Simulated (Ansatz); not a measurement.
# Carrier properties of BP under load (space group F-43m)

Here is the system:

```
CELL_PARAMETERS angstrom
      0.00000     2.23910     2.23910
      2.23910     0.00000     2.23910
      2.23910     2.23910     0.00000
ATOMIC_POSITIONS crystal
  B  0.00000 0.00000 0.00000
  P  0.25000 0.25000 0.25000
```

Level of theory: PBEsol with spin-orbit coupling, rigid bands (plane waves, PAW; Ansatz, a quantum-chemistry and plane-wave program). Condition of this run: hydrostatic pressure 5 GPa (the target of the relaxation). Cell: cell and atoms relaxed with PBEsol, then loaded as said.

```json
{
 "band_gap": "1.06 eV",
 "electron conductivity mass (300 K, dilute)": "0.33 mₑ",
 "hole conductivity mass (300 K, dilute)": "0.43 mₑ",
 "effective density of states N_c (300 K)": "4.3e19 cm⁻³",
 "effective density of states N_v (300 K)": "2.6e19 cm⁻³",
 "density_of_states_mass_electrons": "1.43 mₑ",
 "density_of_states_mass_holes": "1.01 mₑ",
 "Seebeck coefficient, n-type 1e19 cm⁻³, 300 K": "-338 μV/K",
 "best n-type power factor at 300 K for τ = 10 fs (best axis; densities from 1e16 to 1e21 cm⁻³ tried, whether or not they can be reached)": "19.8 μW/(cm·K²) at 1e20 cm⁻³",
 "Seebeck coefficient, p-type 1e19 cm⁻³, 300 K": "327 μV/K",
 "best p-type power factor at 300 K for τ = 10 fs (best axis; densities from 1e16 to 1e21 cm⁻³ tried, whether or not they can be reached)": "15.0 μW/(cm·K²) at 1e20 cm⁻³"
}
```

Rigid bands; masses and Seebeck coefficients take one relaxation time τ for all states and one kind of carrier; polarons and phonon drag are left out.
